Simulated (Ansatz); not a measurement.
Zn8Cu5, treated with r²SCAN (PAW; Ansatz, a program for electronic structure).

Run with plane-wave cutoff 600 eV, 10×10×10 k mesh, Fermi–Dirac smearing 0.05 eV, no spin polarisation, scalar-relativistic PAW data made under PBE.

Starting structure:

```
CELL_PARAMETERS angstrom
     -4.43320     4.43320     4.43320
      4.43320    -4.43320     4.43320
      4.43320     4.43320    -4.43320
ATOMIC_POSITIONS crystal
  Zn 0.78438 0.78438 0.78438
  Zn 0.00000 0.00000 0.21562
  Zn 0.00000 0.21562 0.00000
  Zn 0.21562 0.00000 0.00000
  Zn 0.62312 0.27482 0.27482
  Zn 0.00000 0.34830 0.72518
  Zn 0.00000 0.72518 0.34830
  Zn 0.37688 0.65170 0.65170
  Zn 0.27482 0.62312 0.27482
  Zn 0.34830 0.00000 0.72518
  Zn 0.65170 0.37688 0.65170
  Zn 0.72518 0.00000 0.34830
  Zn 0.27482 0.27482 0.62312
  Zn 0.65170 0.65170 0.37688
  Zn 0.34830 0.72518 0.00000
  Zn 0.72518 0.34830 0.00000
  Cu 0.34452 0.34452 0.34452
  Cu 0.00000 0.00000 0.65548
  Cu 0.00000 0.65548 0.00000
  Cu 0.65548 0.00000 0.00000
  Cu 0.35579 0.35579 0.00000
  Cu 0.64421 0.64421 0.00000
  Cu 0.00000 0.35579 0.35579
  Cu 0.00000 0.64421 0.64421
  Cu 0.35579 0.00000 0.35579
  Cu 0.64421 0.00000 0.64421
```

**Question.** Into what structure does the relaxation of cell and atoms lead at this level, with the symmetry of the start kept?

**Answer.** The volume decreases by 4.4 %; final space group I-43m.
```
CELL_PARAMETERS angstrom
     -4.36792     4.36792     4.36792
      4.36792    -4.36792     4.36792
      4.36792     4.36792    -4.36792
ATOMIC_POSITIONS crystal
  Zn 0.78122 0.78122 0.78122
  Zn 0.00000 0.00000 0.21878
  Zn 0.00000 0.21878 0.00000
  Zn 0.21878 0.00000 0.00000
  Zn 0.62699 0.27921 0.27921
  Zn 0.00000 0.34779 0.72079
  Zn 0.00000 0.72079 0.34779
  Zn 0.37301 0.65221 0.65221
  Zn 0.27921 0.62699 0.27921
  Zn 0.34779 0.00000 0.72079
  Zn 0.65221 0.37301 0.65221
  Zn 0.72079 0.00000 0.34779
  Zn 0.27921 0.27921 0.62699
  Zn 0.65221 0.65221 0.37301
  Zn 0.34779 0.72079 0.00000
  Zn 0.72079 0.34779 0.00000
  Cu 0.34466 0.34466 0.34466
  Cu 0.00000 0.00000 0.65534
  Cu 0.00000 0.65534 0.00000
  Cu 0.65534 0.00000 0.00000
  Cu 0.35590 0.35590 0.00000
  Cu 0.64410 0.64410 0.00000
  Cu 0.00000 0.35590 0.35590
  Cu 0.00000 0.64410 0.64410
  Cu 0.35590 0.00000 0.35590
  Cu 0.64410 0.00000 0.64410
```
